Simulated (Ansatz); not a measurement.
# A computed series for CaO: pressure series

The reference is CaO in the rock salt structure (space group Fm-3m, No. 225; a = 4.831 Å).

Cell and atoms are relaxed at each pressure.

Levels (all Ansatz, an electronic-structure program, PAW): PBE (420 eV, no spin-orbit coupling); r2SCAN (500 eV, no spin-orbit coupling).

The base cell above is that of PBE; each level relaxes its own structures.

```csv
case,"smallest direct gap, PBE","smallest direct gap, r2SCAN"
pressure −2 GPa,4.04 eV,___
pressure −1 GPa,4.04 eV,___
pressure 1.8 GPa,4.03 eV,___
pressure 4.2 GPa,4.02 eV,4.55 eV
pressure 9 GPa,3.99 eV,4.53 eV
pressure 18 GPa,3.93 eV,___
pressure 30 GPa,3.83 eV,4.37 eV
pressure 45 GPa,3.71 eV,4.24 eV
pressure 60 GPa,3.57 eV,4.11 eV
```

Question: What belongs in the blanks?

Answer: 
- pressure −2 GPa, smallest direct gap, r2SCAN: 4.58 eV
- pressure −1 GPa, smallest direct gap, r2SCAN: 4.58 eV
- pressure 1.8 GPa, smallest direct gap, r2SCAN: 4.57 eV
- pressure 18 GPa, smallest direct gap, r2SCAN: 4.46 eV

PBE lies below r2SCAN in every row, by 0.53 eV to 0.54 eV. They put the cases in the same order.

Load acts through the strain it causes; cell and atoms are relaxed under it. Stability against distortions was not tested. Competing high-pressure phases were not computed.
